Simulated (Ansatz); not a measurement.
# TiO2: biaxial strain +2.46 %, plane normal [001], relaxed out of plane

Take TiO₂ in the anatase structure (space group I4_1/amd, No. 141; a = 3.798 Å, c = 9.704 Å) as the base. Axes: x, y, z lie along a, b, c of the conventional cell.

The change: tensile biaxial strain of 2.46 % in the plane normal to [001], as in epitaxy on a mismatched substrate; the out-of-plane cell vector and the atoms relax.

Method: PBE/PAW in Ansatz (a quantum-chemistry and plane-wave program), no spin-orbit coupling, earlier PAW set. k-mesh 12×12×12 (Γ-centred); smearing 0.05 eV (Fermi–Dirac).

* **Space group**: I4_1/amd (No. 141) (base I4_1/amd (No. 141))
* **Shortest interatomic distance**: 1.975 Å (base 1.946 Å)
* **Energy relative to the base (free energy F)**: +12 meV/atom
* **Pressure (mean of the normal stresses, compression positive)**: -4.32 GPa (base 0.00 GPa)
* **Band gap**: 1.94 eV (base 2.13 eV)
* **Gap character**: indirect, Γ–X (87 % along) → Γ (base indirect, Γ–X (87 % along) → Γ)
* **Smallest direct gap**: 2.31 eV (base 2.43 eV)
* **Width of the top valence band**: 0.87 eV (base 0.84 eV)
* **Out-of-plane strain**: -3.24 %
* **Ratio −ε⊥/ε∥**: 1.32
* **Mean in-plane stress (compression positive)**: -6.5 GPa

Final structure (turned so that z lies along the plane normal):

```
TiO2
1.0
    3.89186     0.00000     0.00000
    0.00000     3.89186     0.00000
    1.94593    -1.94593     4.69471
Ti O
2 4
Cartesian
  3.89186   0.00000   4.69471
  3.89186   1.94593   2.34736
  3.89186   0.00000   2.71989
  3.89186   1.94593   0.37254
  3.89186   1.94593   4.32218
  1.94593   1.94593   1.97482
```

No phonon test of stability was made. The final runs are not spin-polarised.
